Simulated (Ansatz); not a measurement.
Take Al in the fcc (Cu type) structure (space group Fm-3m, No. 225; relaxed with 0.1 eV smearing) as the base.

```yaml
crystal:
  lattice:
    - [0.00000, 1.99194, 1.99194]
    - [1.99194, 0.00000, 1.99194]
    - [1.99194, 1.99194, 0.00000]
  atoms:
    - { symbol: Al, position: [0.00000, 0.00000, 0.00000] }
```

Cartesian axes are those of the cell as printed.

Level of theory: Ansatz (an electronic-structure program) LDA, without spin-orbit coupling.

For the base:

- Pressure = 0.0 GPa
- Shortest interatomic distance = 2.817 Å

One thing is altered: the cell is compressed by 1.00 % along z with no lateral relaxation; the atoms relax in the strained cell.

### Question
What does the calculation give for the pressure, energy relative to the base and shortest interatomic distance after the change?

### Answer
The pressure (mean of the normal stresses, compression positive) goes from zero to 0.9 GPa; the energy grows by 0.6 meV/atom; the shortest interatomic distance drops by 0.014 Å to 2.803 Å.

Whether these cells are dynamically stable was not tested.
